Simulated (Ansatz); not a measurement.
Take Si in the diamond structure (space group Fd-3m, No. 227) as the base.

```
Si
1.0
    0.00000     2.72216     2.72216
    2.72216     0.00000     2.72216
    2.72216     2.72216     0.00000
Si
2
Direct
  0.00000   0.00000   0.00000
  0.25000   0.25000   0.25000
```

Cartesian axes are those of the cell as printed.

Calculations: r2SCAN (Ansatz, a first-principles code), without spin-orbit coupling.

Base values:

* **Valley order**: a point along ⟨100⟩, about 1.0 Å⁻¹ from Γ 0.78 eV; L along ⟨111⟩ 1.84 eV
* **Valence-band top at Γ**: 0.00, 0.00, 0.00 eV

The change: the cell is stretched by 1.00 % along z with no lateral relaxation; the atoms relax in the strained cell.

Task: Predict the new valley order.

Result: The valley order (the lowest conduction-band minima on the path, energy above the VBM, named in the base's zone) becomes a point along [100], about 1.0 Å⁻¹ from Γ 0.74 eV; a point along [001], about 1.0 Å⁻¹ from Γ 0.83 eV; L along [1-11] 1.78 eV (base: a point along ⟨100⟩, about 1.0 Å⁻¹ from Γ 0.78 eV; L along ⟨111⟩ 1.84 eV).

Task: Estimate the effect on the valence-band top at Γ.

Result: The valence-band top at Γ (three highest levels, from the VBM) changes from 0.00, 0.00, 0.00 eV to 0.00, 0.00, -0.08 eV.

Task: Predict the new stress.

Result: The stress (xx, yy, zz, yz, xz, xy; compression positive) amounts to (-0.59, -0.59, -1.67, 0.00, 0.00, 0.00) GPa.

Task: What does the calculation give for the energy relative to the base after the change?

Result: The energy rises by 1.1 meV/atom.

The levels and masses belong to the bands next to the band gap. No phonon test of stability was made.
